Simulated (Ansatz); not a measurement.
SiO2 (P6₃22, No. 182, 12 atoms in the cell; start mp-559091; a measured phase of this formula has another space group) was calculated with LDA (PAW; Ansatz, a first-principles code).

Settings: plane-wave cutoff 520 eV, 12×12×4 k mesh (along the axes of the cell as run), Fermi–Dirac smearing 0.01 eV, scalar-relativistic PAW data made under PBE.

Cell (relaxed at this level):

```
O2Si
1.0
    5.00901     0.00000     0.00000
   -2.50450     4.33793     0.00000
    0.00000     0.00000     8.54226
Si O
4 8
Cartesian
  2.50450   1.44598   8.00438
  0.00000   2.89195   3.73325
  2.50450   1.44598   4.80900
  0.00000   2.89195   0.53787
 -1.02814   1.78079   0.00000
  2.95273   0.00000   4.27113
  1.47636   2.55714   0.00000
 -1.47636   2.55714   4.27113
  2.05628   0.00000   0.00000
  1.02814   1.78079   4.27113
  2.50450   1.44598   6.40669
  0.00000   2.89195   2.13556
```

### Question
Give the computed band gap and smallest direct gap on the k points sampled.

### Answer

band gap: 5.41 eV (indirect)
smallest direct gap on the k points sampled: 5.49 eV

Computed values are for the static lattice.

Computing time: around 50 core-seconds (rough).

A start named mp-… is a Materials Project structure, which need not be a measured phase.
